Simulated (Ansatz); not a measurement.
The reference is ZnCu in the CsCl type structure (space group Pm-3m, No. 221; relaxed with 0.1 eV smearing).

```xyz
2
Lattice="2.9642 0.0000 0.0000 0.0000 2.9642 0.0000 0.0000 0.0000 2.9642" Properties=species:S:1:pos:R:3 pbc="T T T"
Zn     1.4821     1.4821     1.4821
Cu     0.0000     0.0000     0.0000
```

Method: DFT with PBE, PAW potentials and a 420 eV plane-wave cutoff in Ansatz (a program for electronic structure), no spin-orbit coupling.

Before the change:

```
Quantity    Value
--------  -------
Pressure  0.0 GPa
```

The change: an isotropic linear strain of −3.00 %; the atoms relax in the strained cell.

### Question
What does the calculation give for the energy relative to the base and pressure after the change?

### Answer
The energy rises by 43 meV/atom; the pressure goes from zero to 13.2 GPa.

No phonon test of stability was made. The final runs are not spin-polarised.
